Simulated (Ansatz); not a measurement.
NiSi: pressure series

Take NiSi (space group Pnma, No. 62; a = 5.190 Å, b = 3.350 Å, c = 5.624 Å; non-magnetic) as the base.

Cell and atoms are relaxed at each pressure.

Levels (all Ansatz, a quantum-chemistry and plane-wave program, PAW): PBE (420 eV, no spin-orbit coupling); r2SCAN (500 eV, spin-orbit coupling left out).

The base cell above is that of PBE; each level relaxes its own structures.

```tsv
case	volume per atom, PBE	volume per atom, r2SCAN
pressure 0.3 GPa	12.20 Å³	___
pressure 0.7 GPa	12.17 Å³	11.85 Å³
pressure 1.5 GPa	12.12 Å³	___
pressure 3 GPa	12.01 Å³	___
pressure 5 GPa	11.88 Å³	11.59 Å³
pressure 7.5 GPa	11.73 Å³	11.45 Å³
pressure 10 GPa	11.59 Å³	11.31 Å³
```

Task: Some entries are withheld; estimate them.

Result: 
- pressure 0.3 GPa, volume per atom, r2SCAN: 11.88 Å³
- pressure 1.5 GPa, volume per atom, r2SCAN: 11.80 Å³
- pressure 3 GPa, volume per atom, r2SCAN: 11.71 Å³

PBE lies above r2SCAN in every row, by 0.28 Å³ to 0.32 Å³. They put the cases in the same order.

Load acts through the strain it causes; cell and atoms are relaxed under it. No phonon test of stability was made. No other phases were tried under pressure. Starting moments died away, wholly or in part, for the base; another magnetic solution may exist. All final runs are without spin polarisation.
